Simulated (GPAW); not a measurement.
Band structure of CsCl (Pm-3m, 2 atoms in the cell).

```
CELL_PARAMETERS angstrom
      4.11594     0.00000     0.00000
      0.00000     4.11594     0.00000
      0.00000     0.00000     4.11594
ATOMIC_POSITIONS crystal
  Cs 0.00000 0.00000 0.00000
  Cl 0.50000 0.50000 0.50000
```

Method of the run: PBE, GPAW PAW datasets PBE (gpaw-data 1.0.1) (plane waves; GPAW).

Settings: mode = pw; ecut = 550 eV; xc = PBE; kpts = 4 4 4; mesh shift (steps) = 0 0 0; occupations.name = fermi-dirac; occupations.width = 0.01 eV; nbands = -8; convergence.forces = 0.001 eV/Å; convergence.bands = -6; symmetry.symmorphic = false; symmetry.tolerance = 0.0005; maxiter = 120; bandpath_npoints = 40.

The starting cell comes from a database of computed structures (which also holds hypothetical and non-ambient phases and stackings), without a prior relaxation at this level. Its lattice was rescaled by a random factor within 2.5 % of one.

### Question
Predict the gap along the standard path and the places of the band edges.

### Answer
The gap along the path is 5.29 eV, direct at Γ to within 0.01 eV.

Levels in eV from the top of the valence band on the SCF mesh, bands 5 to 12:
```json
[
 {"point": "Γ", "5": "-5.86", "6": "0.00", "7": "0.00", "8": "0.00", "9": "5.29", "10": "5.39", "11": "5.39", "12": "10.04"},
 {"point": "X", "5": "-5.72", "6": "-1.18", "7": "-0.24", "8": "-0.24", "9": "6.42", "10": "7.64", "11": "8.92", "12": "9.20"},
 {"point": "M", "5": "-5.63", "6": "-0.43", "7": "-0.43", "8": "-0.06", "9": "5.96", "10": "6.03", "11": "7.98", "12": "7.98"},
 {"point": "R", "5": "-6.40", "6": "-1.11", "7": "-1.11", "8": "-1.11", "9": "8.52", "10": "8.52", "11": "8.52", "12": "10.51"}
]
```
